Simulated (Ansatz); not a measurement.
AlP, element substitutions

Take AlP in the zinc blende structure (space group F-43m, No. 216; a = 5.4704 Å) as the base.

Each row replaces one element on all its sites; cell and atoms are relaxed.

Calculations: PBEsol/PAW in Ansatz (a program for electronic structure), no SOC.

Candidates:
(a) Al → B
(b) Al → Lu
(c) P → As

For the base:

```
Property   Result
--------  -------
Band gap  1.45 eV
```

### Question
Order them by band gap, lowest first.

### Answer
(a) Al → B (1.11 eV), (c) P → As (1.34 eV), (b) Al → Lu (1.54 eV)

No phonon test of stability was made. As relaxed here, LuP is a hypothetical phase, not in the database extracts checked.
